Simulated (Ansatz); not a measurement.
Worked calculations on one periodic cell of amorphous Si30N41B: Si30N41B, 72 atoms, volume 812.1 Å³, made by a melt-quench on the CHGNet potential and relaxed with DFT. N atoms were pushed apart under 1.9 Å during the dynamics, to hinder bonds among them. It is a model cell: composition and starting density were chosen by hand, and all elements were melted together. Cycles of charging were run to anneal it. All values below come from PBE, scalar-relativistic without spin-orbit coupling (plane waves to 420 eV, PAW; Ansatz, a first-principles code). Sampling: a 2×2×2 Γ-centred mesh; Fermi-Dirac width 0.02 eV; no spin polarisation. Its volume was held where the quench left it, its shape was free, and it stands at a mean pressure of 0.8 GPa with stress components up to 0.9 GPa; the relaxation ran on the zone centre alone. Its density went from a set 2.92 to 2.92 g/cm³. The cell is small and was quenched far faster than a real film, so it is one sample of the glass.

Q: Count formal charges (Si +4, N -3, B +3). What does the count lead one to expect at the Fermi level, and what does the calculation give?

A: 30 × (+4) + 41 × (-3) + 1 × (+3) = 0. The charges balance, so the anion-derived valence states can be full and a gap can open. On this mesh the highest filled and lowest empty level lie 2.18 eV apart, the PBE gap of this cell, with a localised state at one edge or both.

Four energies for a hole at PBE on the zone centre alone (charged cells in a uniform background, spin-polarised): neutral at the neutral geometry -35023.452 eV; charged at the neutral geometry -35030.492 eV; charged and relaxed -35030.662 eV; neutral at the charged geometry -35022.984 eV.

Q: Find the two relaxation energies and their sum, the reorganisation energy.

A: On charging: -35030.492 − (-35030.662) = 0.170 eV. On discharging: -35022.984 − (-35023.452) = 0.468 eV. The sum is 0.638 eV. The carrier's level spreads over 4 of the 72 atoms' worth, so it counts as localised, most on one N atom with neighbours Si 1.63 Å, Si 1.66 Å (neutral geometry). The values are uncorrected: the image energy of a point charge in this cell, 2.84 × 14.40 / (2 × 9.3) = 2.2 eV before screening, is screened by electrons alone at the fixed geometry and by ions too after relaxing, and the carrier can be spread before it relaxes, so each term can be off by up to that value times 1/ε∞, some tenths of an eV. PBE's self-interaction favours spread-out carriers, so a hybrid can localise more.
